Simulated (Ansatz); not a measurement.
Consider BN in the zinc blende structure (space group F-43m, No. 216; a = 3.605 Å). Axes: x, y, z lie along the cube axes.

Level of theory: Ansatz (a program for electronic structure) PBEsol, without spin-orbit coupling, earlier PAW set.

Perturbation: uniaxial strain ε_yy = +5.26 %, all other strain components held at zero, atoms relaxed at fixed cell.

**Question.** What does the calculation give for the stress and energy relative to the base after the change?

**Answer.** The stress (xx, yy, zz, yz, xz, xy; compression positive) comes out as (-7.31, -39.27, -7.31, 0.00, 0.00, 0.00) GPa; the energy goes up by 39 meV/atom.

Whether these cells are dynamically stable was not tested.
